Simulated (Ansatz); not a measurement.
The parent structure is a 12-atom supercell of WS2 in the 2H-MoS2 type structure (space group P6_3/mmc, No. 194; layered, stacked along the Cartesian z axis) at its relaxed geometry.

```xyz
12
Lattice="4.6722 -2.6975 0.0000 1.5574 2.6975 0.0000 0.0000 0.0000 11.7731" Properties=species:S:1:pos:R:3 pbc="T T T"
W      4.6722    -0.8992     2.9433
W      1.5574    -0.8992     2.9433
W      1.5574     0.8992     8.8298
W      4.6722     0.8992     8.8298
S      4.6722    -0.8992     7.2577
S      1.5574    -0.8992     7.2577
S      1.5574     0.8992     1.3711
S      4.6722     0.8992     1.3711
S      1.5574     0.8992     4.5154
S      4.6722     0.8992     4.5154
S      4.6722    -0.8992    10.4019
S      1.5574    -0.8992    10.4019
```

All numbers come from Ansatz (a first-principles code) PBEsol-D3(BJ), no spin-orbit coupling.

One neutral defect a cell, atoms relaxed at fixed cell.

One change was made to it. Results:

| quantity | base | after |
|---|---|---|
| pressure | 0.0 GPa | -0.9 GPa |
| largest displacement of a host atom from its site in the perfect cell | – | 0.08 Å |

### Question
Which of these changes matches the shifts?
A. Pb on a S site
B. Re on a W site
C. W vacancy
D. Se on a S site

### Answer
B, Re on a W site. For comparison, the pressure in the other runs: Se on a S site gives 1.4 GPa; W vacancy gives 1.1 GPa; Pb on a S site gives 3.9 GPa.

The magnetic state is the one reached from the starting moments; the real material's order can differ, and small cells can't hold many antiferromagnetic ones. The cell is small, so the values are those of an ordered compound at a high defect concentration; dilute-limit values will differ. A case with no gap was solved on a k-mesh chosen for an insulator, which is coarse for it. Seeded moments were not kept for Re on a W site, Se on a S site, W vacancy and Pb on a S site.
